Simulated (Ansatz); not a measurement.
Hypothetical diamond Ru, pressure series

Base system: Ru in the diamond structure (space group Fd-3m, No. 227; a hypothetical phase, not in the database extracts checked).

```yaml
crystal:
  lattice:
    - [0.00000, 2.69536, 2.69536]
    - [2.69536, 0.00000, 2.69536]
    - [2.69536, 2.69536, 0.00000]
  atoms:
    - { symbol: Ru, position: [0.75000, 0.75000, 0.75000] }
    - { symbol: Ru, position: [0.50000, 0.50000, 0.50000] }
```

Cell and atoms are relaxed at each pressure.

Level of theory: PBEsol in Ansatz (plane waves to 420 eV, PAW, scalar-relativistic without spin-orbit coupling).

```csv
pressure (GPa),volume per atom (Å³/atom)
-2,19.803
0,19.582
0.3,19.549
0.7,19.507
1.5,19.424
3,19.274
5,?
7.5,18.858
10,18.647
```

Problem. Fit the third-order Birch–Murnaghan form P(V) = (3B₀/2)[(V₀/V)^(7/3) − (V₀/V)^(5/3)]·[1 + (3/4)(B₀′ − 4)((V₀/V)^(2/3) − 1)] (squares taken in P) to the rows shown and predict the withheld row.

Solution. Least squares on the printed values gives V₀ = 19.581 Å³/atom, B₀ = 183 GPa, B₀′ = 4.6; this predicts 19.083 Å³/atom, and the run gives 19.084 Å³/atom, in agreement.

Load acts through the strain it causes; cell and atoms are relaxed under it. Stability against distortions was not tested. No other phases were tried under pressure. The final runs are not spin-polarised.

Ansatz is a first-principles code.
